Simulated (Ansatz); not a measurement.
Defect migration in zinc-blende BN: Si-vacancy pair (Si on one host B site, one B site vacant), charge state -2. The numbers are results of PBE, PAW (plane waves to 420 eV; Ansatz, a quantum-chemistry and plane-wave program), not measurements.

Cell of 64 host sites held at the relaxed PBE lattice; a 2×2×2 k-point mesh shifted by half a step; Fermi-Dirac width 0.01 eV, spin-restricted; finite-size errors left in. Static, classical nuclei. The charge state is imposed; whether it is stable for some Fermi level was not computed. Forms of the defect that were not tried may lie lower.

Barriers: single points on a 3×3×3 k-point mesh shifted by half a step at the bands' geometries.

The step: a nearby B atom hops onto the vacant site (Si-vacancy distance between ideal sites 2.56 Å throughout). Atoms about the jump, Cartesian Å from the middle of the jump, before and after:

```tsv
atom	x0	y0	z0	x1	y1	z1
B1	-0.91	-0.91	0.00	0.91	0.91	0.00
N2	-0.16	-0.01	-0.90	0.01	0.16	-0.90
N3	-0.05	1.85	0.97	0.03	1.81	0.91
N4	-1.81	-0.03	0.91	-1.85	0.05	0.97
B5	-0.85	0.92	1.77	-0.92	0.85	1.77
N6	1.92	-0.11	0.96	1.84	-0.03	0.89
N7	0.03	-1.84	0.89	0.11	-1.92	0.96
B8	0.97	-0.91	1.77	0.91	-0.97	1.77
N9	0.03	-0.02	2.70	0.02	-0.03	2.70
B10	-0.91	0.89	-1.80	-0.89	0.91	-1.80
Si11	0.92	-0.86	-1.75	0.86	-0.92	-1.75
B12	-0.85	2.66	0.03	-0.88	2.70	-0.01
B13	-2.70	0.88	-0.01	-2.66	0.85	0.03
N14	-1.81	1.80	-0.92	-1.80	1.81	-0.92
N15	1.92	1.85	-1.00	1.86	1.80	-0.91
N16	-1.80	-1.86	-0.91	-1.85	-1.92	-1.00
B17	0.90	2.65	1.76	0.93	2.69	1.80
B18	-2.69	-0.93	1.80	-2.65	-0.90	1.76
B19	2.76	-0.92	0.06	2.79	-0.93	0.02
B20	0.93	-2.79	0.02	0.92	-2.76	0.06
N21	1.91	-1.91	-0.85	1.91	-1.91	-0.85
```

**Question.** Where do these atoms stand at the saddle point, and how high is it?

**Answer.** 
| atom | x | y | z |
|---|---|---|---|
| B1 | -0.15 | 0.15 | 0.36 |
| N2 | -0.09 | 0.09 | -1.01 |
| N3 | -0.08 | 1.73 | 0.95 |
| N4 | -1.73 | 0.07 | 0.95 |
| B5 | -0.95 | 0.95 | 1.92 |
| N6 | 1.85 | -0.12 | 0.96 |
| N7 | 0.12 | -1.86 | 0.96 |
| B8 | 0.99 | -0.99 | 1.83 |
| N9 | 0.03 | -0.03 | 2.75 |
| B10 | -0.92 | 0.92 | -1.86 |
| Si11 | 0.91 | -0.92 | -1.78 |
| B12 | -0.89 | 2.67 | 0.00 |
| B13 | -2.67 | 0.88 | 0.00 |
| N14 | -1.81 | 1.80 | -0.94 |
| N15 | 1.91 | 1.84 | -0.99 |
| N16 | -1.84 | -1.92 | -0.99 |
| B17 | 0.93 | 2.62 | 1.76 |
| B18 | -2.63 | -0.93 | 1.76 |
| B19 | 2.77 | -0.93 | 0.05 |
| B20 | 0.93 | -2.77 | 0.05 |
| N21 | 1.91 | -1.92 | -0.85 |
It lies 3.69 eV above the start and 3.69 eV above the end. The program found a first-order saddle point.
